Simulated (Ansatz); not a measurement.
Several settings converged on ZrV₂Ga₄ (I4mm, 7 atoms in the cell)

```yaml
crystal:
  lattice:
    - [-3.20125, 3.20125, 2.56844]
    - [3.20125, -3.20125, 2.56844]
    - [3.20125, 3.20125, -2.56844]
  atoms:
    - { symbol: Zr, position: [0.00973, 0.00973, 0.00000] }
    - { symbol: V, position: [0.75000, 0.25000, 0.50000] }
    - { symbol: V, position: [0.25000, 0.75000, 0.50000] }
    - { symbol: Ga, position: [0.30306, 0.30306, 0.60612] }
    - { symbol: Ga, position: [0.69694, 0.69694, 0.39388] }
    - { symbol: Ga, position: [0.30306, 0.69694, 0.00000] }
    - { symbol: Ga, position: [0.69694, 0.30306, 0.00000] }
```

Base method: PBEsol, default PAW files made with PBE (plane waves; Ansatz, a quantum-chemistry and plane-wave program).

Base settings: basis.ecutwfc = 420 eV; kpoints.mp_grid.grid = 4 4 4; hamiltonian.xc = pbesol; hamiltonian.pseudopotentials = {kind: paw} (the program's default PAW files); scf.occupations.method = fermi_dirac; scf.occupations.width = 0.1 eV.

The count of work is k-points × plane waves × bands × iterations; it is no time. Core times come from one kind of shared machine, to one figure; runs under 30 s give none.

**The cutoff for other potential files**

Level: DFT, PBEsol, plane waves, harder PAW files (source: ansatz) made with PBE.

In this ladder: hamiltonian.pseudopotentials = {kind: paw, source: ansatz}.

The second cell is the first with its lattice scaled by 0.98.

The mesh stays at the base's, so the ladder's end is converged at best in this setting alone.

The first pressure column holds Ansatz's estimate of the finite-basis (Pulay) stress, which hides part of the cutoff error; the other is without it.

Only quantities that move along the ladder and can be compared are tabulated.

```csv
basis.ecutwfc,free energy less the last step's (meV/atom),energy of the compressed cell less the first (meV/atom),pressure (GPa),pressure without the Pulay estimate (GPa),largest difference of a force vector from the last step's (eV/Å),count of work / last,core time / last (rough)
460 eV,24086.37,75.27,-3.70,-1447.42,0.191,0.11,–
560 eV,3794.43,25.47,-1.50,-282.94,0.019,0.14,–
715 eV,184.67,23.87,-0.36,-19.85,0.003,0.21,–
865 eV,5.73,24.66,-0.30,-1.22,0.000,0.28,–
1020 eV,0.32,24.64,-0.30,-0.30,0.000,0.35,–
1225 eV,0.21,24.64,-0.30,-0.30,0.000,0.47,0.4
1530 eV,0.10,24.64,-0.30,-0.30,0.000,0.65,0.6
2040 eV,0.00,24.64,-0.30,-0.30,0.000,1.0,1
```

Coarsest basis.ecutwfc that holds the free energy within 2 meV/atom of the last step, with all finer ones: 1020 eV, at 0.35 of the last step's count of work; the step before is off by 5.7 meV/atom.

Coarsest basis.ecutwfc that holds the energy of the compressed cell less the first within 0.2 meV/atom of the last step, with all finer ones: 865 eV, at 0.28 of the last step's count of work; the step before is off by 0.78 meV/atom.

Coarsest basis.ecutwfc that holds the pressure without the Pulay estimate within 0.5 GPa of the last step, with all finer ones: 1020 eV, at 0.35 of the last step's count of work; the step before is off by 0.92 GPa.

The energy difference between the two cells stays within 1 meV/atom of the last step's from 560 eV on, the total only from 1020 eV on: much of the error is common to both cells and cancels.

At the lowest cutoff the pressure without the Pulay estimate lies 1450 GPa under the last step's, the usual sign of Pulay stress in an incomplete plane-wave basis.

**The density cutoff**

The second cell is the first with its lattice scaled by 0.98.

The mesh stays at the base's, so the ladder's end is converged at best in this setting alone.

Only quantities that move along the ladder and can be compared are tabulated.

| basis.ecutrho_ratio | free energy less the last step's (meV/atom) | energy of the compressed cell less the first (meV/atom) | pressure (GPa) | largest difference of a force vector from the last step's (eV/Å) |
|---|---|---|---|---|
| 2 | -9.80 | 24.63 | 0.26 | 0.014 |
| 3 | -0.15 | 24.27 | -0.35 | 0.000 |
| 4 | 0.00 | 24.26 | -0.36 | 0.000 |
| 5 | 0.00 | 24.26 | -0.36 | 0.000 |
| 6 | 0.00 | 24.26 | -0.36 | 0.000 |
| 8 | 0.00 | 24.26 | -0.36 | 0.000 |
| 10 | 0.00 | 24.26 | -0.36 | 0.000 |
| 12 | 0.00 | 24.26 | -0.36 | 0.000 |
| 16 | 0.00 | 24.26 | -0.36 | 0.000 |

Coarsest basis.ecutrho_ratio that holds the free energy within 5 meV/atom of the last step, with all finer ones: 3; the step before is off by 9.8 meV/atom.

Coarsest basis.ecutrho_ratio that holds the forces within 0.005 eV/Å of the last step, with all finer ones: 3; the step before is off by 0.014 eV/Å.

Coarsest basis.ecutrho_ratio that holds the pressure within 0.1 GPa of the last step, with all finer ones: 3; the step before is off by 0.62 GPa.

The energy difference between the two cells stays within 1 meV/atom of the last step's from 2 on, the total only from 3 on: much of the error is common to both cells and cancels.

**The relaxed cell against the cutoff**

On ZrV2Ga4 (I4/mmm, 7 atoms in the cell): atoms on their sites.

In this ladder: relax = cell and atoms.

The mesh stays at the base's, so the ladder's end is converged at best in this setting alone.

Only quantities that move along the ladder and can be compared are tabulated.

| basis.ecutwfc | relaxed volume (Å³/atom) | relaxation steps |
|---|---|---|
| 250 eV | 15.358 | 23 |
| 295 eV | 15.048 | 7 |
| 355 eV | 15.007 | 4 |
| 420 eV | 14.999 | 4 |
| 505 eV | 14.998 | 4 |
| 630 eV | 14.998 | 4 |
| 840 eV | 14.998 | 4 |

Coarsest basis.ecutwfc that holds the relaxed volume within 0.075 Å³/atom of the last step, with all finer ones: 295 eV; the step before is off by 0.36 Å³/atom.

At the lowest cutoff the cell relaxes to a volume 2.4 % larger than at the highest. Ansatz relaxes on a stress corrected for the finite basis.

On the base run: the starting cell comes from a database of computed structures (which also holds hypothetical and non-ambient phases and stackings), without a prior relaxation at this level. Its lattice was rescaled by up to half a per cent. One atom was moved a little off its site on purpose. Spin polarisation is off.

Left out of this page: 1 run of the series failed or unconverged.

Keys are those of Ansatz 0.2.
